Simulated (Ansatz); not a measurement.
Take W2C (space group P-3m1, No. 164; a = 3.034 Å, c = 4.658 Å; relaxed with 0.1 eV smearing) as the base. Axes: x lies along a and z along c of the hexagonal cell.

(Cell as relaxed with PBE-D3(BJ).)

Levels (all Ansatz, a program for electronic structure, PAW): PBE-D3(BJ) (420 eV, spin-orbit coupling left out); PBEsol-D3(BJ) (420 eV, no SOC).

Each level relaxes its own structure.

```json
[
 {"base": "volume per atom", "PBE-D3(BJ)": "12.38 Å³", "PBEsol-D3(BJ)": "12.08 Å³"},
 {"base": "lattice parameter a", "PBE-D3(BJ)": "3.034 Å", "PBEsol-D3(BJ)": "3.008 Å"},
 {"base": "band gap", "PBE-D3(BJ)": "zero", "PBEsol-D3(BJ)": "zero"}
]
```

One thing is altered: tensile biaxial strain of 0.90 % in the plane normal to [001], as in epitaxy on a mismatched substrate; the out-of-plane cell vector and the atoms relax.

| quantity | PBE-D3(BJ) | PBEsol-D3(BJ) |
|---|---|---|
| volume per atom | 12.50 Å³ | (withheld) |
| mean in-plane stress (compression positive) | -3.9 GPa | (withheld) |

Problem. Given the PBE-D3(BJ) results, estimate those of PBEsol-D3(BJ).

Solution. 
- volume per atom, PBEsol-D3(BJ): 12.20 Å³
- mean in-plane stress (compression positive), PBEsol-D3(BJ): -4.1 GPa

PBE-D3(BJ)'s volume per atom lies 0.30 Å³ above PBEsol-D3(BJ)'s (2.5 %); PBE-D3(BJ)'s in-plane stress lies 0.2 GPa above PBEsol-D3(BJ)'s. Neither level is exact; PBEsol-D3(BJ) is the comparison here, not a measurement.

No phonon test of stability was made. The final runs are not spin-polarised.
